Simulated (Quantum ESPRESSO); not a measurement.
## Short convergence ladders for Na (Im-3m, 1 atom in the cell)

```xyz
1
Lattice="2.1406 2.1406 2.1406 -2.1406 2.1406 2.1406 -2.1406 -2.1406 2.1406" Properties=species:S:1:pos:R:3 pbc="T T T"
Na     0.0000     0.0000     0.0000
```

Base method: PBE, PseudoDojo stringent norm-conserving (PBE) pseudopotentials (plane waves; Quantum ESPRESSO).

Base settings: ecutwfc = 90 Ry; occupations = smearing; smearing = fermi-dirac; degauss = 0.0073499 Ry; potentials = {Na: Na.upf}; K_POINTS = automatic 11 11 11 0 0 0; conv_thr = 1e-09 Ry.

The count of work is k-points × plane waves × bands × iterations; it is no time. Core times come from one kind of shared machine, to one figure; runs under 30 s give none.

**Shifted k-point meshes**

Only quantities that move along the ladder and can be compared are tabulated.

| K_POINTS | free energy less the last step's (meV/atom) | pressure (GPa) | count of work / last |
|---|---|---|---|
| automatic 2 2 2 1 1 1 | 75.13 | 0.06 | 0.0039 |
| automatic 4 4 4 1 1 1 | -5.19 | -0.33 | 0.012 |
| automatic 6 6 6 1 1 1 | -18.05 | -0.44 | 0.028 |
| automatic 8 8 8 1 1 1 | -4.89 | -0.41 | 0.052 |
| automatic 10 10 10 1 1 1 | -1.19 | -0.40 | 0.087 |
| automatic 13 13 13 1 1 1 | 0.16 | -0.39 | 0.17 |
| automatic 26 26 26 1 1 1 | 0.00 | -0.39 | 1.0 |

Coarsest K_POINTS that holds the pressure within 0.1 GPa of the last step, with all finer ones: automatic 4 4 4 1 1 1, at 0.012 of the last step's count of work; the step before is off by 0.45 GPa.

Coarsest K_POINTS that holds the free energy within 0.5 meV/atom of the last step, with all finer ones: automatic 13 13 13 1 1 1, at 0.17 of the last step's count of work; the step before is off by 1.2 meV/atom.

**The width of Fermi-Dirac smearing**

In this ladder: K_POINTS = automatic 18 18 18 0 0 0.

Narrow widths need finer meshes than wide ones, so the last steps can hold mesh noise.

Only quantities that move along the ladder and can be compared are tabulated; pressure and forces are left out, as mesh noise rules them at narrow widths.

```tsv
degauss	free energy less the last step's (meV/atom)	energy extrapolated to zero width less the last step's (meV/atom)	core time / last (rough)
0.073499 Ry	-744.24	-48.61	0.8
0.036749 Ry	-190.51	-3.79	0.7
0.02205 Ry	-64.25	-0.19	0.6
0.0147 Ry	-24.09	0.18	0.8
0.0073499 Ry	0.00	0.00	1
```

Widest degauss that holds the energy extrapolated to zero width within 1 meV/atom of the last step, with all finer ones: 0.02205 Ry; the step before is off by 3.8 meV/atom.

Widest degauss that holds the free energy within 5 meV/atom: not settled: the last two steps still differ by 24 meV/atom, over half the tolerance, so the ladder does not show it.

The extrapolation to zero width removes most of the smearing's effect on the energy.

**The SCF threshold**

The mesh stays at the base's, so the ladder's end is converged at best in this setting alone.

Only quantities that move along the ladder and can be compared are tabulated.

| conv_thr | free energy less the last step's (meV/atom) | pressure (GPa) | count of work / last |
|---|---|---|---|
| 0.0073 Ry | 1.76 | -3.54 | 0.12 |
| 0.00073 Ry | 0.05 | 0.15 | 0.25 |
| 7.3e-05 Ry | 0.00 | -0.42 | 0.38 |
| 7.3e-07 Ry | 0.00 | -0.41 | 0.50 |
| 7.3e-09 Ry | 0.00 | -0.39 | 0.62 |
| 1e-09 Ry | 0.00 | -0.40 | 0.75 |
| 7.3e-12 Ry | 0.00 | -0.40 | 0.88 |
| 7.3e-14 Ry | 0.00 | -0.40 | 1.0 |

Coarsest conv_thr that holds the pressure within 0.2 GPa of the last step, with all finer ones: 7.3e-05 Ry, at 0.38 of the last step's count of work; the step before is off by 0.55 GPa.

Coarsest conv_thr that holds the free energy within 1 meV/atom of the last step, with all finer ones: 0.00073 Ry, at 0.25 of the last step's count of work; the step before is off by 1.8 meV/atom.

On the base run: the starting cell has typed, rounded lattice constants, without a prior relaxation at this level. Its lattice was rescaled by up to half a per cent.

Left out of this page: 2 runs of the series outside the window shown, repeating another row's setting, or not comparable.
